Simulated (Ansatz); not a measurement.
Output of an Ansatz run (abridged):

```
WARN ansatz: RAYON_NUM_THREADS=1 ignored (pool sized by the plan → 1); use --threads N
Pseudopotentials: kind: paw
Pseudopotential: P, paw, valence charge 5
Pseudopotential: Tc, paw, valence charge 15
Crystal: 4 atoms, lattice volume = 70.605 Å³
Basis set: ecut = 600 eV, 2397 PW (Γ), exchange–correlation on 90×90×90 points (8 copies of the dense FFT grid, shifted against one another)
Bands: 30, of which v1, the nominal top of the filled ones, is band 25 counted from 1 (24 counted from 0)
Symmetry: 48 space group operations
Space group: Fm-3m (ITA 225), of the structure as read, at distance tolerance 4.1e-5 Å
k-points: 10 of 125
Initial density: superposition of atomic densities (chi_scale 0.1, normalization cell, long waves kept (reshape's long-wave potential 0.00 eV rms))
Initial wavefunctions: pseudopotential atomic-orbital guess
Eigensolver: davidson
Functional: x = pbe(κ = 0.804, μ = 0.2195149727645171), c = pbe(β = 0.06672455060314922)
SCF iter   1: F=—  HF=-16948.171091 eV  |F-HF|=—  |Δ(HF+E_count)|=         —  Δρ=4.88e-2  dr2=2.85e0  ethr=3.10e-3  ⟨swp⟩=6.0  Hψ=1180  notcnv=0
all-band conjugate gradients solve this SCF's bands
preconditioner: auto → Kerker (q_TF=auto, 2.576 Å⁻¹)
SCF iter   2: F=—  HF=-16947.679441 eV  |F-HF|=—  |Δ(HF+E_count)|=   4.92e-1  Δρ=2.74e-2  dr2=8.87e-1  ethr=3.10e-3  ⟨swp⟩=1.8  Hψ=399  notcnv=0
SCF iter   3: F=—  HF=-16947.454055 eV  |F-HF|=—  |Δ(HF+E_count)|=   2.25e-1  Δρ=2.79e-3  dr2=5.78e-3  ethr=1.77e-3  ⟨swp⟩=2.0  Hψ=476  notcnv=0
SCF iter   4: F=—  HF=-16947.452658 eV  |F-HF|=—  |Δ(HF+E_count)|=   1.40e-3  Δρ=9.89e-4  dr2=7.44e-4  ethr=1.16e-5  ⟨swp⟩=2.4  Hψ=563  notcnv=0
SCF iter   5: F=—  HF=-16947.452536 eV  |F-HF|=—  |Δ(HF+E_count)|=   1.22e-4  Δρ=2.88e-4  dr2=5.31e-5  ethr=1.49e-6  ⟨swp⟩=2.0  Hψ=404  notcnv=0
SCF iter   6: F=—  HF=-16947.452538 eV  |F-HF|=—  |Δ(HF+E_count)|=   1.79e-6  Δρ=4.58e-5  dr2=1.37e-6  ethr=1.06e-7  ⟨swp⟩=2.0  Hψ=397  notcnv=0
SCF iter   7: F=—  HF=-16947.452538 eV  |F-HF|=—  |Δ(HF+E_count)|=   7.13e-8  Δρ=1.16e-5  dr2=1.08e-7  ethr=2.00e-10  ⟨swp⟩=6.5  Hψ=1396  notcnv=0
SCF iter   8: F=-16947.452538 eV  HF=-16947.452538 eV  |F-HF|=1.45e-9  |Δ(HF+E_count)|=   2.49e-8  Δρ=1.90e-6  dr2=2.78e-9  ethr=2.00e-10  ⟨swp⟩=4.0  Hψ=931  notcnv=0
SCF 1 converged in 8 iterations: F = -16947.452538 eV  dr2 = 2.78e-9
SCF converged after 8 iterations
Free energy (F): -16947.452538 eV
Harris-Foulkes:  -16947.452538 eV  (|F-HF|=1.45e-9)
Internal energy: -16947.409317 eV  (E = F + TS)
E sigma→0 (E₀):  -16947.430927 eV
Entropy (-TS):   -0.043220 eV (-10.805 meV/atom)
Fermi energy:    15.313779 eV
--- Per-component energies (eV) ---
  E_band       = -412.768016
  E_kinetic    = 1916.249089
  E_local      = -4657.349894  (includes V_loc(G=0)·N_el)
  E_nonlocal   = 896.591642
  E_hartree    = 1365.185044
  E_xc         = -808.090769
  E_vxc        = -932.512281  (∫ρ·V_xc dr)
  E_paw        = -10364.520625  (= ΣΔE_a)
  E_vpaw       = -366.114237  (= ΣTr[D̂ρ^β])
  E_aug_tail   = -0.000007  (compensation charges beyond the density's cutoff)
  E_ewald      = -5295.473798
  E_smearing   = -0.043220  (= −TS)
  E_closure    = -0.000000  (closes the sum)
  Σ components = -16947.452538   (vs F -16947.452538, Δ=0.00e0)
--- Forces (eV/Å), atoms counted from 1 ---
  atom   1  P     -0.00000000     0.00000000     0.00000000
   [... zero for the other atoms too ...]
  max |Σ_I F_I| component: 3.70e-17 eV/Å
--- Stress (GPa, compression-positive) ---
      -35.576862       0.000000       0.000000
        0.000000     -35.576862       0.000000
        0.000000      -0.000000     -35.576862
  P = ⅓ Tr σ = -35.5769 GPa (-355.769 kbar)
  The stress holds the Pulay correction. Without it, at fixed plane waves, as pw.x and ABINIT print it: P = -35.5890 GPa
--- Band table (eV; the first three rows and the last of 10) ---
  k-point 0: bands = ["-51.6601", "-51.4383", "-51.4373", "-23.7396", "-23.7396", "-23.7396", "-23.5115", "-23.5115", "-23.5115", "-23.3405", "-23.3405", "-23.3405", "4.0967", "11.0337", "11.0337", "11.0337", "11.6504", "11.6504", "13.2385", [...]
  k-point 1: bands = ["-51.6555", "-51.4412", "-51.4391", "-23.7543", "-23.7543", "-23.7476", "-23.4958", "-23.4958", "-23.4716", "-23.3741", "-23.3415", "-23.3415", "4.3199", "10.4440", "10.8940", "10.8940", "12.2143", "12.2143", "12.9867", [...]
  k-point 2: bands = ["-51.6477", "-51.4463", "-51.4419", "-23.7748", "-23.7748", "-23.7411", "-23.4739", "-23.4739", "-23.4604", "-23.3947", "-23.3428", "-23.3428", "4.7127", "9.8680", "10.9135", "10.9135", "12.6507", "12.7082", "12.7082", [...]
  k-point 9: bands = ["-51.6429", "-51.4477", "-51.4456", "-23.8181", "-23.7719", "-23.7303", "-23.5126", "-23.4301", "-23.4184", "-23.3940", "-23.3556", "-23.3488", "4.8407", "10.1581", "10.8222", "11.4012", "12.2079", "12.8533", "12.9124", [...]
```

The structure:

```xyz
4
Lattice="0.0000 3.2805 3.2805 3.2805 0.0000 3.2805 3.2805 3.2805 0.0000" Properties=species:S:1:pos:R:3 pbc="T T T"
P      0.0000     0.0000     0.0000
Tc     3.2805     3.2805     3.2805
Tc     1.6402     1.6402     1.6402
Tc     4.9207     4.9207     4.9207
```

Problem. What input produced this log?

Solution. Other spellings and defaults could give the same log, and not every line can be read from it. The input that was run (DFT, PBE, plane waves, harder PAW files (source: ansatz)):

Ansatz 0.2 input:
```yaml
# Tc3P
crystal:
  lattice:
    - [0.00000000, 3.28046400, 3.28046400]
    - [3.28046400, 0.00000000, 3.28046400]
    - [3.28046400, 3.28046400, 0.00000000]
  atoms:
    - { symbol: P, position: [0.00000000, 0.00000000, 0.00000000] }
    - { symbol: Tc, position: [0.50000000, 0.50000000, 0.50000000] }
    - { symbol: Tc, position: [0.25000000, 0.25000000, 0.25000000] }
    - { symbol: Tc, position: [0.75000000, 0.75000000, 0.75000000] }
basis:
  ecutwfc: 600.0
kpoints:
  mp_grid: { grid: [5, 5, 5] }
hamiltonian:
  xc: pbe
  pseudopotentials: { kind: paw, source: ansatz }
scf:
  occupations: { method: fermi_dirac, width: 0.05 }
output:
  forces: true
  eigenvalues: true
  stress: true
```

The starting cell was generated: these elements placed on a structure prototype, without a prior relaxation; it need not be a known phase or ordering of this composition. Spin polarisation is off. With a pressure of about -36 GPa the cell is away from its equilibrium volume at this level. Ansatz's pressure includes its estimate of the finite-basis (Pulay) stress.

Ansatz is a program for electronic structure.
